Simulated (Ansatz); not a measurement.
Consider AlRu in the CsCl type structure (space group Pm-3m, No. 221; relaxed with 0.1 eV smearing).

```
CELL_PARAMETERS angstrom
      2.97703     0.00000     0.00000
      0.00000     2.97703     0.00000
      0.00000     0.00000     2.97703
ATOMIC_POSITIONS crystal
  Al 0.50000 0.50000 0.50000
  Ru 0.00000 0.00000 0.00000
```

Cartesian axes are those of the cell as printed.

Computed with PBEsol/PAW in Ansatz (a program for electronic structure), no spin-orbit coupling.

Perturbation: an isotropic linear strain of +2.50 %; the atoms relax in the strained cell.

Predict the stress tensor and what it implies for the stiffness.

Stress of the strained cell less that of the base (GPa, compression positive):
```
  -13.8     0.0     0.0
    0.0   -13.8     0.0
    0.0     0.0   -13.8
```

Then B = −ΔP/(ΔV/V₀) with ΔV/V₀ = 0.0769 gives secant stiffness values (nonlinear terms included at this strain): B ≈ 179 GPa.

As a check, the harmonic strain energy −½ V₀ Δσ:ε is 42 meV/atom; the computed energy rise is 47 meV/atom.

Stability against distortions was not tested. All final runs are without spin polarisation.
